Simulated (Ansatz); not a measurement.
Take BN (space group P6_3/mmc, No. 194; a = 2.500 Å, c = 6.412 Å; layered, stacked along the Cartesian z axis) as the base. Axes: x lies along a and z along c of the hexagonal cell.

Structures relaxed with PBEsol-D3(BJ)/PAW in Ansatz (an electronic-structure program), no spin-orbit coupling.

Base:

Simulated powder pattern, Cu Kα1, λ = 1.54056 Å (kinematic, ideal powder, no thermal factors, no anomalous dispersion; the 10 strongest lines at most, above 2 %, up to 2θ = 90°):

| 2θ (°) | I/Imax (%) | hkl |
|---|---|---|
| 27.81 | 100 | (002) |
| 41.67 | 18 | (100) |
| 44.10 | 5.8 | (101) |
| 50.84 | 17 | (102) |
| 57.44 | 7.0 | (004) |
| 73.44 | 4.3 | (104) |
| 76.07 | 7.6 | (110) |
| 82.80 | 12 | (112) |

One thing is altered: uniaxial strain ε_zz = −1.80 %, all other strain components held at zero; the atoms relax in the strained cell.

After the change:

Simulated powder pattern, Cu Kα1, λ = 1.54056 Å (kinematic, ideal powder, no thermal factors, no anomalous dispersion; the 10 strongest lines at most, above 2 %, up to 2θ = 90°):

| 2θ (°) | I/Imax (%) | hkl |
|---|---|---|
| 28.33 | 100 | (002) |
| 41.67 | 19 | (100) |
| 44.19 | 6.1 | (101) |
| 51.16 | 17 | (102) |
| 58.60 | 6.8 | (004) |
| 74.45 | 4.3 | (104) |
| 76.07 | 8.1 | (110) |
| 83.05 | 13 | (112) |

The indices refer to the base's conventional cell; one index is shown for lines that coincide.

No phonon test of stability was made.
